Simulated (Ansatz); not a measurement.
**C_Si+V_O (alpha quartz host)**

Calculation: PBE, PAW (plane waves to 420 eV; Ansatz, an electronic-structure program). The supercell holds 72 host sites (2×2×2 repeats of a cell of 9 atoms), with a 2×2×2 Γ-centred k-point sampling for the final energies. Sites at the start: the Si site; O 1.63 Å away. Energies of charged states are corrected for periodic images (point charge plus alignment at distant sites). Dielectric constants: PBE linear response of the host. Host gap at this level: 5.68 eV. Finite-size and sampling errors can reach tenths of an eV here. The semilocal functional narrows the gap, so deep levels can fall outside it. Spin–orbit coupling is left out. Each state is the lowest found from its start.

Formation energies E_f are given with the Fermi level at the valence-band maximum. Chemical conditions: O-rich (Δμ(O) = 0.00 eV, Δμ(Si) = -8.33 eV, Δμ(C) = -4.05 eV, bounded by CO2 (Pa-3); only phases computed here count, gases as isolated molecules at 0 K); Si-rich (Δμ(O) = -4.16 eV, Δμ(Si) = 0.00 eV, Δμ(C) = -0.41 eV, bounded by 6H silicon carbide; only phases computed here count, gases as isolated molecules at 0 K). Reference phases: C: graphite, O: O2 molecule in a box, Si: silicon.

The name describes the start; the neighbours show where the atoms ended.

Charges with a result: +1, 0. Others weren't obtained, and one of them could lie lower, also by skipping a charge.

```
charge         moment (μB)  point group  largest move off a lattice site (Å)  neighbours of the last C atom of the defect at the end (Å)  image correction with alignment (eV)  E_f, O-rich (eV)  E_f, Si-rich (eV)
------  ------------------  -----------  -----------------------------------  ----------------------------------------------------------  ------------------------------------  ----------------  -----------------
+1                     1.0           C1                                 0.70           O 1.29, O 1.29, O 1.29, Si 2.87, Si 2.90, Si 2.93                                  0.19              4.88               5.40
0       not spin-polarised           C1                                 0.70                             O 1.41, O 1.42, O 1.42, Si 2.24                                  0.00              7.18               7.70
```

Point groups are those of the whole cell at tolerances of 0.03 and 0.1 Å ("near" where only the looser one holds); none is given for unsettled states.

Transition levels above the valence-band maximum: ε(+1/0) = 2.30 eV. On the lower envelope of the bound states, inside the gap: (+1/0) at 2.30 eV.

Flagged in the runs: a host whose relaxation on this sampling wasn't shown to rest, a strain field that reaches the edge of the cell.

All states together cost roughly 3 core-hours.
